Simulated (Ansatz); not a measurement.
For MoGe (model structure, started from the NiAs type, P6₃/mmc, No. 194, 4 atoms in the cell), PBE (Ansatz, a quantum-chemistry and plane-wave program, plane waves, PAW) gives:

```
Item                                     Value
------------------------------  --------------
equilibrium lattice constant a         3.196 Å
lattice parameter c                    7.257 Å
enthalpy of formation           -0.046 eV/atom
```

What does PBE-D3(BJ) (Ansatz, plane waves, PAW) give for the same quantities?


- lattice constant a: 3.141 Å (shrinks by 1.7 %)
- lattice parameter c: 7.268 Å (increases by 0.2 %)
- formation enthalpy: -0.101 eV/atom (moves by -0.055 eV/atom)

Changes are worked out from the printed values.

Unless a cell is named, each level is at its own relaxed cell (PBE 16.05, PBE-D3(BJ) 15.52 Å³/atom).

Ansatz's density-functional and Hartree–Fock values are scalar-relativistic unless marked +SOC, with PAW data made under PBE.

A model structure was made by putting elements into a prototype or built by hand; it is no filed structure, need not be a known phase, and can be a saddle point held by its symmetry.
